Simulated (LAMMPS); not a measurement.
Symmetric tilt boundaries about [001] in CdTe (zinc blende) at 0 K, each the lowest of many starting structures.

Level of theory: classical force field (static), pair style bop, file CdTeSe.bop.table, run in LAMMPS.

| rotation (°) | energy | Σ | excess volume | plane |
|---|---|---|---|---|
| 36.9 | 0.478 J/m² | 5 | 0.20 Å | (310) |
| 53.1 | 0.565 J/m² | 5 | 0.23 Å | (210) |
| 67.4 | 0.708 J/m² | 13 | 0.05 Å | (320) |

Caution: in zinc blende a boundary also has a polarity, which the axes of the two grains fix.
